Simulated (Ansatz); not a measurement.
Levels about the gap of hydrogenated amorphous carbon (C$_{60}$H$_{16}$) (76 atoms in a cell of 657 Å³, 1.86 g/cm³; zone centre alone, so wide bands show as single levels with stretches between that a denser mesh fills), at the geometry that PBE-D3(BJ) relaxed, where it gives 0.0 GPa on a denser mesh. The participation number counts the atoms over which a state spreads; weights are charges in smoothed Voronoi cells. The levels come from a single point, so bond lengths are those of that geometry. Method of the levels: PBE-D3(BJ), scalar-relativistic without spin-orbit coupling (Ansatz, a first-principles code). Sampling: the zone centre alone; Fermi-Dirac width 0.05 eV; no spin polarisation. So small a spacing is near the smearing width and the bands' dispersion over the mesh, so it is a value of this cell and mesh.

It comes from a melt-quench run on a machine-learned potential (CHGNet), relaxed afterwards by DFT. The hot cell started wider than the set density and was brought back towards it in steps. It is the lowest in DFT energy of 2 quenches. It is a model cell: composition and starting density were chosen by hand, and all elements were melted together. The geometry includes D3(BJ) dispersion. A short ab initio anneal came between quench and relaxation. Its density started from a set value of 1.87 and ended at 1.86 g/cm³. The quench (nominally 640 K/ps over its main leg) was far faster than any real one, so the model tends to hold more defects than a real film. Values belong to this one cell and scatter from quench to quench. The volume was free in the relaxation, at fixed shape. Stress components on the final sampling reach 3.1 GPa. On a 2×2×2 Γ-centred mesh force components of up to 0.34 eV/Å stay, since the relaxation ran on one k-point at (1/4, 1/4, 1/4).

| E - E(highest filled), eV | filling | participation number | largest on | weight C | weight H |
|---|---|---|---|---|---|
| -1.37 | filled | 16.2 | C, 3 neighbours | 0.95 | 0.05 |
| -1.22 | filled | 33.0 | C, 3 neighbours | 0.94 | 0.06 |
| -1.08 | filled | 30.9 | C, 3 neighbours | 0.93 | 0.07 |
| -0.80 | filled | 27.1 | C, 3 neighbours | 0.94 | 0.06 |
| -0.77 | filled | 35.7 | C, 3 neighbours | 0.94 | 0.06 |
| -0.32 | filled | 21.0 | C, 3 neighbours | 0.93 | 0.07 |
| 0.00 | filled | 39.7 | C, 3 neighbours | 0.94 | 0.06 |
| 0.17 | empty | 30.6 | C, 3 neighbours | 0.92 | 0.08 |
| 0.39 | empty | 29.1 | C, 3 neighbours | 0.93 | 0.07 |
| 0.72 | empty | 30.3 | C, 3 neighbours | 0.91 | 0.09 |
| 0.99 | empty | 24.4 | C, 2 neighbours | 0.94 | 0.06 |
| 1.27 | empty | 30.2 | C, 3 neighbours | 0.93 | 0.07 |
| 1.36 | empty | 37.1 | C, 3 neighbours | 0.93 | 0.07 |
| 1.66 | empty | 28.3 | C, 3 neighbours | 0.89 | 0.11 |

Most localised among these is the filled level at -1.37 eV, on a C atom, which has 3 neighbours (C 1.39 Å, C 1.47 Å, C 1.50 Å).
